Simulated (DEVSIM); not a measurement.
Structure: illuminated Si n-on-p cell, one wavelength, at 400 K.

Layer 1 from the left is Si, thickness (μm) 0.540, Nd (cm⁻³) 1.1e19, τn (s) 2.8e-7, τp (s) 4.9e-8, absorption coefficient (cm⁻¹) 10000. Layer 2 from the left is Si, thickness (μm) 80.0, Na (cm⁻³) 2.9e16, τn (s) 3.5e-6, τp (s) 3.5e-6, absorption coefficient (cm⁻¹) 10000.

Left contact: ohmic, minority hole recombination velocity 10 cm/s. Right contact: ohmic, minority electron recombination velocity 70000 cm/s. Voltage is applied to the left contact. Recombination: SRH at mid-gap, radiative, Auger. Light enters at the left, 1.8e18 photons cm⁻² s⁻¹, one pass, no reflection. Mobility is μmin + (μ − μmin)/(1 + (N/Nref)^α).

This is a model device: material constants are rounded textbook-type values typed into the input, and sizes, dopings and lifetimes were drawn at random. Values at 300 K; Nc and Nv go as T^1.5, mobilities as T to minus their exponent, the gap by Varshni's rule with the affinity fixed.

Si: gap (eV) 1.124, affinity (eV) 4.05, permittivity 11.7, Nc (cm⁻³) 2.86e19, Nv (cm⁻³) 3.1e19, μn (cm²/Vs) 1417, μp (cm²/Vs) 470, μn,min 52, μp,min 45, Nref,n 9.7e16, Nref,p 2.2e17, αn 0.68, αp 0.72, T exponent of μn 2.3, T exponent of μp 2.2, B (cm³/s) 4.7e-15, Cn (cm⁶/s) 2.8e-31, Cp (cm⁶/s) 9.9e-32, Varshni α (eV/K) 0.000473, Varshni β (K) 636.

DEVSIM, 1D drift-diffusion, Boltzmann statistics, complete ionisation; no tunnelling, impact ionisation, image-force lowering or self-heating.

Dark forward current:

| |V| (V) | |J| (A/cm²) |
|---|---|
| 0.05 | 2.091e-6 |
| 0.10 | 1.016e-5 |
| 0.15 | 4.290e-5 |
| 0.20 | 0.0001791 |
| 0.25 | 0.0007522 |
| 0.30 | 0.003178 |
| 0.35 | 0.01347 |
| 0.40 | 0.05706 |
| 0.45 | 0.2387 |
| 0.50 | 0.9536 |
| 0.55 | 3.387 |
| 0.60 | 10.17 |
| 0.65 | 26.24 |
| 0.70 | 60.38 |
| 0.75 | 127.1 |
| 0.80 | 246.0 |
| 0.85 | 433.9 |
| 0.90 | 693.0 |
| 0.95 | 1014 |
| 1.00 | 1388 |
| 1.05 | 1807 |
| 1.10 | 2266 |

Question: Work out the local ideality factor n = ΔV / (kT/q · ln(J2/J1)) between the rows 0.15 and 0.20 V, 0.30 and 0.35 V, 1.05 and 1.10 V.

Answer: kT/q = 34.47 mV. From 0.15 to 0.20 V: ln(0.0001791/4.290e-5) = 1.429, n = 1.02, near the 1 of diffusion or emission over a barrier. From 0.30 to 0.35 V: ln(0.01347/0.003178) = 1.444, n = 1.00, near the 1 of diffusion or emission over a barrier. From 1.05 to 1.10 V: ln(2266/1807) = 0.226, n = 6.41.

Question: What current could the absorbed light give at most, and what share is collected?

Answer: Σ αd = 80.5, so qΦ(1 − exp(−Σ αd)) = 288 mA/cm². The simulated short-circuit current is 282.7 mA/cm², a share of 0.98.

Question: Estimate the open-circuit voltage by superposition: the voltage at which the dark current equals that short-circuit current.

Answer: Interpolating ln J in the table gives 0.456 V. The simulation gives 0.455 V, the same within the digits that matter. Superposition holds where collection doesn't change with voltage.

Question: Estimate the fill factor from FF0 = (v − ln(v + 0.72))/(v + 1), v = qVoc/(nkT), with n from the dark curve.

Answer: The rows about Voc, 0.45 and 0.50 V, give n = 1.05, so v = 12.6 and FF0 = 0.736. The simulation gives 0.741, the same within the digits that matter.
